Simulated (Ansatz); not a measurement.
Consider the following.

```
CELL_PARAMETERS angstrom
      0.00000     3.33540     3.33540
      3.33540     0.00000     3.33540
      3.33540     3.33540     0.00000
ATOMIC_POSITIONS crystal
  Br 0.75000 0.75000 0.75000
  Tl 0.00000 0.00000 0.00000
```

No spin polarisation.

Computed with PBE, PAW, 420 eV (Ansatz, a first-principles code; without spin-orbit coupling). Γ-centred 8×8×8 mesh, Fermi–Dirac width 0.05 eV.

### Question
What smallest direct gap does the calculation give?

### Answer
2.16 eV.

### Question
What band gap does the calculation give?

### Answer
1.90 eV.

### Question
Estimate the gap character.

### Answer
Indirect, W → X.

### Question
What is the computed width of the top valence band?

### Answer
2.47 eV.

Spin-orbit coupling, missing from the scalar runs, can matter with Tl. Load acts through the strain it causes; cell and atoms are relaxed under it. Whether these cells are dynamically stable was not tested. Competing high-pressure phases were not computed. The cell was made from TlBr in the zinc blende structure (space group F-43m, No. 216; a hypothetical phase, not in the database extracts checked) by this change: pressure 9 GPa.
